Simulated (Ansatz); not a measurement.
## ZrO2 in the fluorite structure (space group Fm-3m, No. 225)

Space group Fm-3m (No. 225); a = 5.0891 Å, b = 5.0891 Å, c = 5.0891 Å, α = 90.00°, β = 90.00°, γ = 90.00°

```
atom  site  symmetry       x       y       z
----  ----  --------  ------  ------  ------
Zr      4a      m-3m  0.0000  0.0000  0.0000
O       8c      -43m  0.2500  0.2500  0.2500
```
(The calculation used a cell of 3 atoms; values per cell refer to that cell.)

Level of theory: r2SCAN (Ansatz, an electronic-structure program, PAW, spin-orbit coupling left out), earlier PAW set. k-mesh 11×11×11 (Γ-centred); smearing 0.05 eV (Fermi–Dirac).

| Quantity | Value |
|---|---|
| Volume per atom | 10.98 Å³ |
| Density | 6.21 g/cm³ |
| Band gap | 3.89 eV, indirect, X → Γ |
| Electron mass (degenerate bands, along [100]) | 0.53, 2.1 mₑ |
| Lowest conduction-band minima above the VBM | Γ 3.89 eV; a point along ⟨110⟩, about 0.8 Å⁻¹ from Γ 4.29 eV; X along ⟨100⟩ 4.29 eV; L along ⟨111⟩ 4.49 eV |
| Total energy | -1779.363 eV/atom (σ→0; compares only within this code and set-up) |

Masses are band curvatures over ±0.01 Å⁻¹ around the edge. Whether these cells are dynamically stable was not tested. This is not the structure that ZrO2 has at room temperature and ambient pressure.
